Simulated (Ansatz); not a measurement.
## CO on the 1x1 (10-10) surface of wurtzite AlN (cut with top plane Al + N), one in a 2x1 cell, started at the site 'top N'

Host crystal: wurtzite AlN, with a band gap (PBE, scalar-relativistic without spin-orbit coupling).

Method: PBE (plane waves to 420 eV, PAW; Ansatz, a first-principles code).

Set-up: 34 atoms, 8.9 Å thick at the start under the adsorbate (thin: gaps and levels are the slab's own); mesh 3x4x1; 0.01 eV smearing; dipole correction on; 16 atoms held, the rest relaxed; held to the start's symmetry, so lower structures may exist; no spin, no spin-orbit, no U, no dispersion correction. At the end it is bonded to Al. In PBE it is, or lies within 0.03 eV of, the lowest of the starts that converged.

```yaml
adsorption energy against CO(g): -0.72 eV
change_of_the_step_from_the_bottom_to_the_top_vacuum_level_against_the_clean_slab: 0.19 eV
energy_released_by_relaxation: 4.13 eV
height of the binding atom over the mean of the host atoms within 0.3 Å of the top one: 1.599 Å
nearest_host_atoms_of_the_binding_atom: Al at 2.15 Å, N at 2.24 Å, N at 2.98 Å
largest_move_of_a_host_atom: 0.22 Å
note: in the relaxation the adsorbate left its starting site by 1.7 Å
cost: about 11 core-minutes (a rough figure)
```

A negative adsorption energy means that the adsorbate is more stable on the surface than in its reference.
